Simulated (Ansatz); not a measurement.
Cost and result by functional for the adsorption energy of CO on the 1x1 (110) surface of 3C silicon carbide (cut with top plane C + Si), one in a 2x2 cell, started at the site 'over C at depth 1.5 Å', in Ansatz (plane waves, PAW). Single points on the PBE structure, on one kind of machine; costs are rough ratios of the slab run's core time (references not counted) to the cheapest single point. r2SCAN's cost holds its higher cutoff (500 against 420 eV). Differences are taken against HSE06 for comparison alone: no measured value is at hand, so the table doesn't rank accuracy. HSE06 ran on a coarser k-mesh, which lowers its cost and may carry part of its shift.

Host crystal: 3C silicon carbide, with a band gap (PBE, scalar-relativistic without spin-orbit coupling).

Set-up: 50 atoms, 7.7 Å thick at the start under the adsorbate (thin: gaps and levels are the slab's own); mesh 3x3x1; 0.01 eV smearing; dipole correction on; 24 atoms held, the rest relaxed; symmetry of the start imposed; no spin, no spin-orbit, no U, no dispersion correction. At the end it is bonded to Si. In PBE it is, or lies within 0.03 eV of, the lowest of the starts that converged. These notes are the PBE run's. Adsorption energies are against CO(g). A negative adsorption energy means that the adsorbate is more stable on the surface than in its reference.

```
functional                     relative cost  adsorption energy (eV)  less HSE06 (eV)
-----------------------------  -------------  ----------------------  ---------------
RPBE                                       1                   -0.55             0.13
r2SCAN                                     2                   -0.86            -0.18
HSE06                                     20                   -0.68             0.00
PBE (the relaxed run's value)              –                   -0.79            -0.11
```

The values span 0.31 eV, while the single points' costs differ by a factor of roughly 20. Differences are of unrounded values.

Ansatz is an electronic-structure program.
